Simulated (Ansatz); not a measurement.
For Si₃P₄ (model structure, started from the beta Si3N4 type, P6₃/m, No. 176, 14 atoms in the cell), LDA (Ansatz, a quantum-chemistry and plane-wave program, plane waves, PAW) gives:

- lattice constant a: 9.642 Å
- lattice parameter c: 3.629 Å
- cohesive energy: 4.71 eV/atom
- band gap: 0.00 eV

**Question.** What does r²SCAN in Ansatz (plane waves, PAW) give for the same quantities?

**Answer.** 
- lattice constant a: 9.767 Å (grows by 1.3 %)
- lattice parameter c: 3.643 Å (grows by 0.4 %)
- cohesive energy: 3.88 eV/atom (shrinks by 0.83 eV/atom)
- band gap: 0.19 eV (grows by 0.19 eV)

Changes are worked out from the printed values.

Unless a cell is named, each level is at its own relaxed cell (LDA 20.87, r²SCAN 21.50 Å³/atom).

A gap of zero means that the bands touch or overlap. Density-functional gaps are differences of (generalised) Kohn–Sham levels.

Ansatz's density-functional and Hartree–Fock values are scalar-relativistic unless marked +SOC, with PAW data made under PBE.

A model structure was made by putting elements into a prototype or built by hand; it is no filed structure, need not be a known phase, and can be a saddle point held by its symmetry.
